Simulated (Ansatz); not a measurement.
## TiO2 (P2₁/c, No. 14, 12 atoms in the cell; start mp-430; high-pressure phase)

These are r²SCAN+rVV10 (plane waves, PAW; Ansatz, an electronic-structure program) values and carry that method's errors.

Settings: plane-wave cutoff 560 eV, 8×8×8 k mesh, Fermi–Dirac smearing 0.01 eV, no spin polarisation, scalar-relativistic PAW data made under PBE.

Cell (relaxed at this level):

```cif
data_O8Ti4
_chemical_formula_sum 'Ti4 O8'
_space_group_name_H-M_alt 'P21/c'
_space_group_IT_number 14
_space_group_name_Hall '-P 2ybc'
_cell_length_a 4.78551
_cell_length_b 4.86143
_cell_length_c 5.01648
_cell_angle_alpha 90.000
_cell_angle_beta 99.747
_cell_angle_gamma 90.000
loop_
_atom_site_label
_atom_site_type_symbol
_atom_site_symmetry_multiplicity
_atom_site_Wyckoff_symbol
_atom_site_fract_x
_atom_site_fract_y
_atom_site_fract_z
_atom_site_occupancy
Ti1 Ti 4 e 0.27785 0.05343 0.21359 1
O1 O 4 e 0.55584 0.25820 0.03258 1
O2 O 4 e 0.06531 0.32589 0.34850 1
```

```json
{
  "band_gap": "2.66 eV (on the SCF k mesh)",
  "direct gap at Γ": "2.85 eV"
}
```

Note: the relaxation could not lower the start's symmetry, so the cell can be a saddle point above a distorted one.

Static lattice: no zero-point or thermal effects.

Cost on a shared machine: very roughly 15 core-minutes.

A start named mp-… is a Materials Project structure, which need not be a measured phase.
